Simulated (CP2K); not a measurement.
Worked example: self-consistent single point of ScHO2 (P1, 4 atoms in the cell) in CP2K.

Method: LDA (Pade form), GPW, DZVP-MOLOPT-SR-GTH basis, GTH-PADE potentials (GTH_POTENTIALS) in CP2K.

The change in words: lattice scaled by 0.98. Reference geometry:
```
ScHO2
1.0
    4.90038     0.00000     0.00000
    3.83379     3.05218     0.00000
    3.83379     1.33973     2.74243
Sc H O
1 1 2
Direct
  0.06769   0.01916   0.95036
  0.48042   0.50297   0.49656
  0.57001   0.56759   0.61160
  0.38188   0.41028   0.44147
```

Reference input (self-consistent single point, DFT LDA (Pade form), GPW, DZVP-MOLOPT-SR-GTH basis, GTH-PADE potentials (GTH_POTENTIALS)): CUTOFF = 600 Ry; REL_CUTOFF = 50 Ry; KPOINTS/SCHEME = MONKHORST-PACK 8 8 8; GAMMA_CENTERED = T; XC_FUNCTIONAL = PADE; Sc/BASIS_SET = DZVP-MOLOPT-SR-GTH; Sc/POTENTIAL = GTH-PADE-q11; H/BASIS_SET = DZVP-MOLOPT-SR-GTH; H/POTENTIAL = GTH-PADE-q1; O/BASIS_SET = DZVP-MOLOPT-SR-GTH; O/POTENTIAL = GTH-PADE-q6; METHOD = GPW. This run's input differs from it in these lines:

```diff
@@ -60,5 +60,5 @@
     &CELL
-      A 4.90038200 0.00000000 0.00000000
-      B 3.83378700 3.05218400 0.00000000
-      C 3.83378700 1.33972900 2.74243500
+      A 4.80237500 0.00000000 0.00000000
+      B 3.75711200 2.99114000 0.00000000
+      C 3.75711200 1.31293500 2.68758600
       PERIODIC XYZ
```

Log, with long lists cut:

```
 SCF WAVEFUNCTION OPTIMIZATION

  Step     Update method      Time    Convergence         Total energy    Change
     1 NoMix/Diag. 0.40E+00      -     1.90653902       -79.6561481409 -7.97E+01
     2 Broy./Diag. 0.40E+00      -     0.19285531       -77.2423533277  2.41E+00
     3 Broy./Diag. 0.40E+00      -     0.09794734       -78.9778026821 -1.74E+00
     4 Broy./Diag. 0.40E+00      -     0.02717874       -79.3178711654 -3.40E-01
     5 Broy./Diag. 0.40E+00      -     0.02942441       -79.2745905030  4.33E-02
     6 Broy./Diag. 0.40E+00      -     0.00849983       -79.4610448446 -1.86E-01
   [... 7 lines left out ...]
    14 Broy./Diag. 0.40E+00      -     0.00001472       -79.4742863047  4.26E-05
    15 Broy./Diag. 0.40E+00      -     0.00000436       -79.4742825985  3.71E-06
    16 Broy./Diag. 0.40E+00      -     0.00000132       -79.4742833741 -7.76E-07
    17 Broy./Diag. 0.40E+00      -     0.00000066       -79.4742833474  2.67E-08
  *** SCF run converged in    17 steps ***

  Overlap energy of the core charge distribution:               0.00000000022373
  Self energy of the core charge distribution:               -172.09272234415462
  Core Hamiltonian energy:                                     45.94001634782410
  Hartree energy:                                              60.13355892458267
  Exchange-correlation energy:                                -13.45513627588359

  Total energy:                                               -79.47428334740771

 ENERGY| Total FORCE_EVAL ( QS ) energy [hartree]            -79.474281316391398

 FORCES| Atomic forces [hartree/bohr]
 FORCES|   Atom     x               y               z               |f|
 FORCES|      1 -9.70261079E-02 -2.63060508E-02  4.22948095E-02   1.09063857E-01
   [... lines left out ...]

 STRESS| Analytical stress tensor [bar]
 STRESS|                        x                   y                   z
 STRESS|      x        1.52191582962E+05   6.20357531127E+04  -1.05569750750E+05
 STRESS|      y        6.20357531127E+04  -2.28425193100E+04  -7.29907292362E+04
 STRESS|      z       -1.05569750750E+05  -7.29907292362E+04   1.35873428077E+05
 STRESS| 1/3 Trace                                             8.84074972431E+04
```

The run converged in 17 iterations. Against the reference run the free energy rises by 12.0 meV/atom, the pressure goes from -1.90 to 8.84 GPa, the largest force goes from 4.821 to 5.608 eV/Å and the gap on the mesh goes from 3.217 to 3.376 eV.

The starting cell comes from a database of computed structures (which also holds hypothetical and non-ambient phases and stackings), without a prior relaxation at this level. Its atoms were displaced at random from the sites of space group no. 166. For this run, on top of that: lattice scaled by 0.98. Values carry the incompleteness of an atom-centred basis. With a pressure of about 9 GPa the cell is away from its equilibrium volume at this level. Forces in this geometry exceed 1 eV/Å.

Cost on one core of a shared machine: roughly 2 min.
